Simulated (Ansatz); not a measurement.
The starting structures come from a database of crystals and need not be the phases stable at ambient conditions.

 Where the default PAW files enter, the runs use the earlier of Ansatz's two default sets.

By PBEsol, the system below comes out a metal.

The ballistic (Sharvin) conductance counts the channels at the Fermi level: G/A = (e²/h) × channels of both spins per area.

```xyz
9
Lattice="4.8059 0.0000 0.0000 0.0000 6.5882 0.0000 2.4029 0.0000 4.1620" Properties=species:S:1:pos:R:3 pbc="T T T"
Nb     3.6044     2.1961     2.0810
Nb     2.4029     4.3921     0.0000
Nb     1.2015     0.0000     2.0810
Si     2.4029     4.3921     2.8461
Si     3.5425     0.0000     3.5041
Si     1.1396     2.1961     0.6579
Si     4.8059     4.3921     1.3159
Si     3.6663     0.0000     0.6579
Si     6.0692     2.1961     3.5041
```

Space group of this cell: P6_422. The cell is taken as given; by PBEsol its mean pressure is -3.1 GPa.

The current flows along the normal of the first two printed cell vectors, the (100) plane of the conventional cell. No spin-orbit coupling; the value is a mean over 0.1 eV about the Fermi level.

Task: State the ballistic conductance per area according to PBEsol (Ansatz, a quantum-chemistry and plane-wave program).

Result: 0.36 × 10¹⁵ S/m² for both spins.
